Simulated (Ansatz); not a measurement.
Structures of equal composition on the (111)B surface of zinc-blende InAs (As plane on top): 2x2 Al adatom at H3; 2x2 Al adatom at T4. The slabs share one bottom face, and each structure is named by its start. These are constructed structures in small cells; real faces may alloy, dewet or reconstruct in larger ones, and not all known structures of the face are among them. Slabs of about 15 Å with all that they carry, Fermi-Dirac smearing of 0.025 eV. Bottom of the slabs: H caps. Relaxed from the named starts with such symmetry as they have, on meshes of like density; energies extrapolated to zero smearing; no spin-orbit coupling, no U. Spin-polarised runs, if any, are marked in brackets, and their order is one that fits the cell; the others ran without spin. Where a second, spin-polarised start was run, the lower counts.

Host crystal: zinc-blende InAs, a metal or without a clear band gap (PBE, scalar-relativistic without spin-orbit coupling).

These are PBE (plane waves to 420 eV, PAW; Ansatz, a quantum-chemistry and plane-wave program) values and carry that method's errors.

Task: Put the candidates in order of energy per 1x1 cell, lowest first, for PBE.

Result: 2x2 Al adatom at H3 (0.000 eV, no gap over 0.04 eV on the mesh), 2x2 Al adatom at T4 (0.043 eV (3 Al–As bonds formed), a narrow gap of 0.05 eV by band count)
